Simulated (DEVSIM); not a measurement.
System: TaN/SiON/n-Ge capacitor, at 300 K.

| layer (left to right) | material | thickness (nm) | Nd (cm⁻³) |
|---|---|---|---|
| 1 | SiON | 2.90 | - |
| 2 | Ge | 3200 | 3.5e16 |

Metal gate on the left, work function 4.4 eV. Fixed charge at the semiconductor interface 2.4e10 cm⁻² (in units of +e); no interface traps.

This is a model device: material constants are rounded textbook-type values typed into the input, and sizes, dopings and lifetimes were drawn at random. Values at 300 K.

| parameter | SiON | Ge |
|---|---|---|
| gap (eV) | 7 | 0.664 |
| affinity (eV) | 1.4 | 4 |
| permittivity | 5.5 | 16 |
| Nc (cm⁻³) | - | 1.04e19 |
| Nv (cm⁻³) | - | 6e18 |

Model (solved in DEVSIM): 1D Poisson equation in equilibrium, Boltzmann statistics, complete ionisation; no quantum confinement or tunnelling. Metal contacts follow the ideal Schottky-Mott rule: no Fermi-level pinning, no interface dipoles.

The substrate doping was swept, all else fixed.

```
substrate doping (cm^-3)  minimum of the low-frequency capacitance (μF/cm²)  flat-band voltage (V)  threshold voltage (band bending 2φF) (V)
------------------------  -------------------------------------------------  ---------------------  ----------------------------------------
1.8e15                                                               0.0400                   0.17                                     -0.06
3.5e15                                                                  [?]                   0.19                                       [?]
7e15                                                                 0.0640                   0.21                                     -0.11
1.8e16                                                               0.0913                   0.23                                     -0.15
3.5e16                                                                0.116                   0.25                                     -0.18
7e16                                                                  0.153                   0.27                                     -0.22
```

Question: Some entries are withheld; supply them.

Answer: 
- 3.5e15, minimum of the low-frequency capacitance (μF/cm²): 0.0508
- 3.5e15, threshold voltage (band bending 2φF) (V): -0.09
